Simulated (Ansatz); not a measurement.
Take BN in the wurtzite structure (space group P6_3mc, No. 186) as the base.

```
BN
1.0
    2.55452     0.00000     0.00000
   -1.27726     2.21228     0.00000
    0.00000     0.00000     4.22456
B N
2 2
Direct
  0.33333   0.66667   0.00019
  0.66667   0.33333   0.50019
  0.33333   0.66667   0.37481
  0.66667   0.33333   0.87481
```

Cartesian axes are those of the cell as printed.

Calculations: PBE in Ansatz (plane waves to 420 eV, PAW, scalar-relativistic without spin-orbit coupling).

Modification: the cell is scaled by 0.9940 in all directions, atoms relaxed at fixed cell.

**Question.** Predict the stress tensor and what it implies for the stiffness.

**Answer.** Stress of the strained cell less that of the base (GPa, compression positive):
```
   6.89    0.00    0.00
   0.00    6.89    0.00
   0.00    0.00    7.00
```

Then B = −ΔP/(ΔV/V₀) with ΔV/V₀ = -0.0179 gives secant stiffness values (nonlinear terms included at this strain): B (at held cell shape, above the free-shape value) ≈ 387 GPa.

Stability against distortions was not tested.

Ansatz is an electronic-structure program.
